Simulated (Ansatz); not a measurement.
GaP under load (space group I-4m2), r2SCAN with spin-orbit coupling, rigid bands (Ansatz, a first-principles code). Condition of this run: uniaxial stress zz = -1 GPa (compression positive) (the target of the relaxation). Band gap 1.77 eV, N_c = 2.48e19 cm⁻³ and N_v = 1.32e19 cm⁻³ at 300 K, conductivity masses along y (a = (0.00, 2.72, 2.75) Å; b = (2.72, 0.00, 2.75) Å; c = (2.72, 2.72, 0.00) Å) of 0.406 mₑ (electrons) and 0.431 mₑ (holes). Take k_BT = 0.02585 eV.

Task: What built-in voltage has an abrupt junction with N_A = 1e16 and N_D = 1e18 cm⁻³, all dopants ionised?

Result: V_bi = E_g/e − (k_BT/e) ln(N_c N_v/(N_A N_D)) = 1.77 − 0.02585 × 10.40 = 1.50 V, for the computed gap.

Task: A film of it is 8 nm thick, with its normal along the direction named. Estimate the confinement energies in an infinite well.

Result: ħ²π²/(2m t²) = 0.376 eV·nm²/(m/mₑ × t²) gives 14.5 meV for electrons and 13.6 meV for holes, so the gap would widen to about 1.80 eV. Finite barriers and nonparabolic bands lower this, and with several valleys or bands the heaviest mass along the normal sets the lowest level, not this average.

Task: What thermal injection velocity √(2k_BT/πm) limits a ballistic channel along the direction named?

Result: 8.44e6 cm/s for electrons and 8.20e6 cm/s for holes, a ratio of √(m_h/m_e) = 1.03, for dilute carriers.

Rigid bands with the computed gap; masses take one relaxation time for all states.
